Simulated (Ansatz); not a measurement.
Structures of equal composition on the (0001) surface of wurtzite GaN (Ga plane on top): 2x2 Ga adatom at H3; 2x2 Ga adatom at T1; 2x2 Ga adatom at T4. The slabs share one bottom face, and each structure is named by its start. These are constructed structures in small cells; real faces may alloy, dewet or reconstruct in larger ones, and not all known structures of the face are among them. Slabs of about 14 Å with all that they carry, Fermi-Dirac smearing of 0.025 eV. Bottom of the slabs: H caps. Relaxed from the named starts with such symmetry as they have, on meshes of like density; energies extrapolated to zero smearing; no spin-orbit coupling, no U. Spin-polarised runs, if any, are marked in brackets, and their order is one that fits the cell; the others ran without spin. Where a second, spin-polarised start was run, the lower counts.

Host crystal: wurtzite GaN, with a band gap (PBE, scalar-relativistic without spin-orbit coupling).

Level of theory: r2SCAN, at the PBE geometry (plane waves to 500 eV, PAW; Ansatz, a first-principles code).

Rank these by energy per 1x1 cell (lowest first), as r2SCAN, at the PBE geometry gives it.

2x2 Ga adatom at T4 (0.000 eV, gap 0.59 eV on the mesh), 2x2 Ga adatom at H3 (0.065 eV, gap 0.55 eV on the mesh), 2x2 Ga adatom at T1 (0.463 eV, gap 0.31 eV on the mesh)
